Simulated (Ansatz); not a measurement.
# Convergence study of the plane-wave cutoff for ScB₂ (P6mm, 3 atoms in the cell)

```
CELL_PARAMETERS angstrom
      3.12968     0.00000     0.00000
     -1.56484     2.71039     0.00000
      0.00000     0.00000     3.51772
ATOMIC_POSITIONS crystal
  Sc 0.00000 0.00000 0.01421
  B  0.66667 0.33333 0.50000
  B  0.33333 0.66667 0.50000
```

Level of theory: PBEsol, default PAW files made with PBE (plane waves; Ansatz, a quantum-chemistry and plane-wave program).

Base settings: basis.ecutwfc = 420 eV; kpoints.mp_grid.grid = 12 12 9; hamiltonian.xc = pbesol; hamiltonian.pseudopotentials = {kind: paw} (the program's default PAW files); scf.occupations.method = gaussian; scf.occupations.width = 0.1 eV.

The second cell is the first with its lattice scaled by 0.98.

The mesh stays at the base's, so the ladder's end is converged at best in this setting alone.

The first pressure column holds Ansatz's estimate of the finite-basis (Pulay) stress, which hides part of the cutoff error; the other is without it.

Only quantities that move along the ladder and can be compared are tabulated.

The count of work is k-points × plane waves × bands × iterations; it is no time. 

The starting cell comes from a database of computed structures (which also holds hypothetical and non-ambient phases and stackings), without a prior relaxation at this level. Its lattice was rescaled by up to half a per cent. One atom was moved a little off its site on purpose.

| basis.ecutwfc | free energy less the last step's (meV/atom) | energy of the compressed cell less the first (meV/atom) | pressure (GPa) | pressure without the Pulay estimate (GPa) | largest difference of a force vector from the last step's (eV/Å) | count of work / last |
|---|---|---|---|---|---|---|
| 145 eV | 6426.48 | -37.53 | -7.63 | -297.88 | 0.203 | 0.066 |
| 170 eV | 3036.85 | 21.96 | 0.72 | -168.84 | 0.263 | 0.079 |
| 190 eV | 1611.68 | 35.30 | 3.70 | -102.68 | 0.218 | 0.076 |
| 210 eV | 832.18 | 31.22 | 2.42 | -60.68 | 0.088 | 0.12 |
| 230 eV | 421.19 | 23.40 | 0.67 | -35.02 | 0.005 | 0.12 |
| 250 eV | 211.74 | 22.34 | -0.52 | -20.09 | 0.040 | 0.11 |
| 295 eV | 49.18 | 15.47 | -1.99 | -6.71 | 0.017 | 0.17 |
| 335 eV | 15.40 | 15.64 | -1.95 | -3.51 | 0.000 | 0.19 |
| 380 eV | 4.31 | 15.77 | -1.92 | -2.43 | 0.000 | 0.24 |
| 420 eV | 1.39 | 15.72 | -1.95 | -2.12 | 0.000 | 0.26 |
| 460 eV | 0.58 | 15.69 | -1.96 | -2.00 | 0.000 | 0.32 |
| 505 eV | 0.42 | 15.68 | -1.96 | -1.97 | 0.000 | 0.36 |
| 565 eV | 0.38 | 15.68 | -1.96 | -1.97 | 0.000 | 0.41 |
| 630 eV | 0.26 | 15.68 | -1.96 | -1.98 | 0.000 | 0.51 |
| 735 eV | 0.10 | 15.68 | -1.96 | -1.97 | 0.000 | 0.62 |
| 840 eV | 0.05 | 15.67 | -1.96 | -1.97 | 0.000 | 0.76 |
| 1010 eV | 0.00 | 15.68 | -1.96 | -1.97 | 0.000 | 1.0 |

Coarsest basis.ecutwfc that holds the free energy within 1 meV/atom of the last step, with all finer ones: 460 eV, at 0.32 of the last step's count of work; the step before is off by 1.4 meV/atom.

Coarsest basis.ecutwfc that holds the forces within 0.005 eV/Å of the last step, with all finer ones: 335 eV, at 0.19 of the last step's count of work; the step before is off by 0.017 eV/Å.

Coarsest basis.ecutwfc that holds the pressure without the Pulay estimate within 0.5 GPa of the last step, with all finer ones: 380 eV, at 0.24 of the last step's count of work; the step before is off by 1.5 GPa.

The energy difference between the two cells stays within 1 meV/atom of the last step's from 295 eV on, the total only from 460 eV on: much of the error is common to both cells and cancels.

At the lowest cutoff the pressure without the Pulay estimate lies 296 GPa under the last step's, the usual sign of Pulay stress in an incomplete plane-wave basis.

Keys are those of Ansatz 0.2.
